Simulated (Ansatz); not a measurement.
**Ansatz (a first-principles code) run on NbC (Fm-3m, 2 atoms in the cell): self-consistent single point**

Method: PBE (plane waves, PAW; Ansatz).

Input as run:

Ansatz 0.2 input:
```yaml
# NbC
crystal:
  lattice:
    - [0.00000000, 2.25404500, 2.25404500]
    - [2.25404500, 0.00000000, 2.25404500]
    - [2.25404500, 2.25404500, 0.00000000]
  atoms:
    - { symbol: Nb, position: [0.00000000, 0.00000000, 0.00000000] }
    - { symbol: C, position: [0.50000000, 0.50000000, 0.50000000] }
kpoints:
  mp_grid:
    grid: [13, 13, 13]
hamiltonian:
  xc: pbe
  pseudopotentials:
    kind: paw
scf:
  occupations:
    method: methfessel_paxton
    width: 0.1
output:
  forces: true
  eigenvalues: true
  stress: true
```

Log, with long lists cut:

```
WARN basis.ecutwfc = 420 eV, the default
WARN ansatz: RAYON_NUM_THREADS=1 ignored (pool sized by the plan → 1); use --threads N
Pseudopotentials: kind: paw
Pseudopotential: Nb, paw, valence charge 13
Pseudopotential: C, paw, valence charge 4
Crystal: 2 atoms, lattice volume = 22.904 Å³
Basis set: ecut = 420 eV, 459 PW (Γ), exchange–correlation on 48×48×48 points (8 copies of the dense FFT grid, shifted against one another)
Bands: 13, of which v1, the nominal top of the filled ones, is band 9 counted from 1 (8 counted from 0)
Symmetry: 48 space group operations
Space group: Fm-3m (ITA 225), of the structure as read, at distance tolerance 2.8e-5 Å
k-points: 84 of 2197
Initial density: superposition of atomic densities (neutral atoms: chi_scale 0, normalization atom), corrected by the library's trained network
Initial wavefunctions: pseudopotential atomic-orbital guess
Eigensolver: davidson
Functional: x = pbe(κ = 0.804, μ = 0.2195149727645171), c = pbe(β = 0.06672455060314922)
SCF iter   1: F=—  HF=-4804.313973 eV  |F-HF|=—  |Δ(HF+E_count)|=         —  Δρ=4.95e-3  dr2=7.33e-3  ethr=1.77e-3  ⟨swp⟩=5.0  Hψ=5544  notcnv=0
all-band conjugate gradients solve this SCF's bands
preconditioner: auto → none
SCF iter   2: F=—  HF=-4804.313067 eV  |F-HF|=—  |Δ(HF+E_count)|=   9.06e-4  S|Δr|=    0.00e0  Δρ=3.55e-3  dr2=3.91e-3  ethr=4.31e-5  ⟨swp⟩=1.1  Hψ=1799  notcnv=0
SCF iter   3: F=—  HF=-4804.312305 eV  |F-HF|=—  |Δ(HF+E_count)|=   7.62e-4  S|Δr|=    0.00e0  Δρ=5.79e-4  dr2=1.06e-4  ethr=2.30e-5  ⟨swp⟩=2.0  Hψ=1229  notcnv=0
SCF iter   4: F=—  HF=-4804.312277 eV  |F-HF|=—  |Δ(HF+E_count)|=   2.79e-5  S|Δr|=    0.00e0  Δρ=1.01e-4  dr2=1.56e-6  ethr=6.25e-7  ⟨swp⟩=2.7  Hψ=1661  notcnv=0
SCF iter   5: F=—  HF=-4804.312278 eV  |F-HF|=—  |Δ(HF+E_count)|=   6.72e-7  S|Δr|=    0.00e0  Δρ=2.73e-5  dr2=5.41e-8  ethr=5.88e-10  ⟨swp⟩=6.9  Hψ=5322  notcnv=0
SCF iter   6: F=-4804.312278 eV  HF=-4804.312278 eV  |F-HF|=7.46e-10  |Δ(HF+E_count)|=   6.70e-8  S|Δr|=    0.00e0  Δρ=1.92e-6  dr2=9.99e-10  ethr=3.18e-10  ⟨swp⟩=2.1  Hψ=3599  notcnv=0
SCF 1 converged in 6 iterations: F = -4804.312278 eV  dr2 = 9.99e-10
SCF converged after 6 iterations
Stability not checked (fill_not_monotonic)
Free energy (F): -4804.312278 eV
Harris-Foulkes:  -4804.312278 eV  (|F-HF|=7.46e-10)
Internal energy: -4804.312669 eV  (E = F + TS)
E sigma→0 (E₀):  -4804.312375 eV
Entropy (-TS):   0.000391 eV (0.196 meV/atom)
Fermi energy:    18.211910 eV
--- Per-component energies (eV) ---
  E_band       = -41.577200
  E_kinetic    = 482.600405
  E_local      = -716.588285  (includes V_loc(G=0)·N_el)
  E_nonlocal   = 143.653093
  E_hartree    = 217.465643
  E_xc         = -224.594879
  E_vxc        = -273.889695  (∫ρ·V_xc dr)
  E_paw        = -3171.196577  (= ΣΔE_a)
  E_vpaw       = -112.283881  (= ΣTr[D̂ρ^β])
  E_aug_tail   = 0.000020  (compensation charges beyond the density's cutoff)
  E_ewald      = -1535.652089
  E_smearing   = 0.000391  (= −TS)
  E_closure    = -0.000000  (closes the sum)
  Σ components = -4804.312278   (vs F -4804.312278, Δ=0.00e0)
--- Forces (eV/Å), atoms counted from 1 ---
  atom   1  Nb    -0.00000000     0.00000000    -0.00000000
  atom   2  C      0.00000000     0.00000000     0.00000000
  max |Σ_I F_I| component: 2.76e-30 eV/Å
--- Stress (GPa, compression-positive) ---
       -4.511743      -0.000000       0.000000
       -0.000000      -4.511743      -0.000000
        0.000000       0.000000      -4.511743
  P = ⅓ Tr σ = -4.5117 GPa (-45.117 kbar)
  The stress holds the Pulay correction. Without it, at fixed plane waves, as pw.x and ABINIT print it: P = -4.7376 GPa
--- Band table (eV; the first three rows and the last of 84) ---
  k-point 0: bands = ["-37.5217", "-13.2600", "-13.2600", "-13.2600", "4.9628", "16.9938", "16.9938", "16.9938", "18.0560", "18.0560", "18.0560", "18.5913", "18.5913"]
  k-point 1: bands = ["-37.5163", "-13.3065", "-13.2643", "-13.2643", "5.1068", "16.3582", "16.6815", "16.6815", "17.4473", "17.4473", "18.4014", "19.7987", "19.7987"]
  k-point 2: bands = ["-37.5013", "-13.4336", "-13.2765", "-13.2765", "5.5197", "15.2198", "15.6651", "15.6651", "17.7197", "17.7197", "18.8299", "21.3758", "21.3758"]
  k-point 83: bands = ["-37.3957", "-13.7628", "-13.7003", "-13.5230", "7.0991", "13.5191", "13.9295", "14.1148", "19.4343", "19.9786", "21.3913", "23.1239", "23.7372"]
```

The run converged in 6 iterations.

The starting cell comes from a database of computed structures (which also holds hypothetical and non-ambient phases and stackings), without a prior relaxation at this level. Spin polarisation is off. With a pressure of about -5 GPa the cell is away from its equilibrium volume at this level. Ansatz's pressure includes its estimate of the finite-basis (Pulay) stress.
